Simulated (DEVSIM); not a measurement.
Structure: Au/Si3N4/p-Si capacitor, at 300 K.

Layer 1 from the left is Si3N4, thickness (nm) 2.60. Layer 2 from the left is Si, thickness (nm) 16000, Na (cm⁻³) 1.3e15.

Metal gate on the left, work function 5.1 eV. Fixed charge at the semiconductor interface 0 cm⁻² (in units of +e); interface traps 1e12 cm⁻² eV⁻¹, uniform in energy, neutral level at 0.5 of the gap above the valence band.

Constants are typed, rounded textbook-type inputs, not results; the design itself was drawn at random and stands for no fabricated device. Values at 300 K.

Si3N4: gap (eV) 5.1, affinity (eV) 2.1, permittivity 7.5. Si: gap (eV) 1.124, affinity (eV) 4.05, permittivity 11.7, Nc (cm⁻³) 2.86e19, Nv (cm⁻³) 3.1e19.

Model (solved in DEVSIM): 1D Poisson equation in equilibrium, Boltzmann statistics, complete ionisation; no quantum confinement or tunnelling. Metal contacts follow the ideal Schottky-Mott rule: no Fermi-level pinning, no interface dipoles.

### Question
What does the simulation give for the flat-band voltage, the threshold voltage (band bending 2φF)?

### Answer
flat-band voltage 0.17 V; threshold voltage (band bending 2φF) 0.82 V.
